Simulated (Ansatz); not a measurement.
Partial pair distribution functions of a relaxed model of amorphous Ge16Sb8Se32, broadened by 0.06 Å; density 5.09 g/cm³. All values below come from PBE-D3(BJ), scalar-relativistic without spin-orbit coupling, PAW (Ansatz default set, large-core Se) (plane waves to 420 eV; Ansatz, a quantum-chemistry and plane-wave program).

The cell was made by melting and quenching with the CHGNet potential and then relaxed with DFT. The hot cell started wider than the set density and was brought back towards it in steps. It is the lowest in DFT energy of 3 quenches. It is a model cell: composition and starting density were chosen by hand, and all elements were melted together. The geometry includes D3(BJ) dispersion. Its density started from a set value of 4.72 and ended at 5.09 g/cm³. The simulated quench (nominally 100 K/ps over its main leg) is rapid and tends to freeze in more defects than a deposited or slowly cooled glass has. Values belong to this one cell and scatter from quench to quench. Volume and shape were free in the relaxation. On a 2×2×2 Γ-centred mesh force components of up to 0.14 eV/Å stay, since the relaxation ran on one k-point at (1/4, 1/4, 1/4).

```
r (Å)  g Ge-Se  g Sb-Se  g Ge-Ge  g Sb-Sb
-----  -------  -------  -------  -------
2.15      0.00     0.00     0.00     0.00
2.25      0.37     0.00     0.00     0.00
2.35      3.08     0.00     0.00     0.00
2.45      4.56     0.16     0.00     0.00
2.55      4.14     2.64     0.10     0.00
2.65      4.17     6.56     0.80     0.00
2.75      1.94     3.83     0.40     0.00
2.85      0.60     2.22     0.01     0.00
2.95      1.15     1.39     0.01     0.00
3.05      1.32     1.17     0.26     0.00
3.15      1.18     1.94     1.05     0.00
3.25      0.74     1.80     1.63     0.00
3.35      0.50     1.03     0.90     0.24
3.45      0.50     1.05     1.74     1.92
3.55      0.59     0.76     1.34     1.31
3.65      0.60     0.44     1.56     2.11
3.75      0.75     0.81     2.56     2.23
3.85      0.82     0.52     1.22     0.80
3.95      0.67     0.14     0.84     0.73
4.05      0.87     0.18     0.32     1.51
4.15      0.50     0.12     0.41     1.32
4.25      0.60     0.45     0.73     1.37
4.35      0.61     0.83     1.47     1.34
4.45      0.77     1.12     2.37     0.25
4.55      0.81     0.90     1.74     0.78
4.65      0.59     1.10     1.10     1.88
4.75      0.82     1.18     1.38     0.77
4.85      1.05     0.78     0.83     0.07
4.95      0.58     0.76     0.38     0.64
5.05      0.64     0.72     0.30     0.78
5.15      0.87     0.80     0.96     0.21
5.25      0.83     0.47     0.57     1.45
5.35      1.08     0.71     0.03     1.04
5.45      1.28     0.58     0.06     0.15
```

Within 2.86 Å each Ge has 3.19 Se neighbours on average.
